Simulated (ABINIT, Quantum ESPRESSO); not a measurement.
## Code comparison for TaN (Fm-3m, 2 atoms in the cell)

Self-consistent single point.

```
TaN
1.0
   -2.21132     0.00000     2.21132
    0.00000     2.21132     2.21132
   -2.21132     2.21132     0.00000
Ta N
1 1
Direct
  0.50000   0.50000   0.50000
  0.00000   0.00000   0.00000
```

Shared settings, as Quantum ESPRESSO writes them: occupations = smearing; smearing = gauss; degauss = 0.0147 Ry; noncolin = true; lspinorb = true; K_POINTS = automatic 9 9 9 0 0 0. Potentials and cutoffs stand in the table.

```csv
code,model,pressure (GPa),cutoff
Quantum ESPRESSO,"PBE, spin-orbit coupling, PseudoDojo fully relativistic norm-conserving (PBE) pseudopotentials",-1.10,85 Ry
ABINIT,"PBE, spin-orbit coupling, norm-conserving pseudopotentials (PseudoDojo nc-fr-04 PBE standard)",-1.10,42 Ha
```

The spread over the programs that give each value: pressure within 0.00 GPa.

The starting cell comes from a database of computed structures (which also holds hypothetical and non-ambient phases and stackings), without a prior relaxation at this level.

Left out of this page: Elk, FLEUR and SIESTA (not drawn, or without a comparable value).
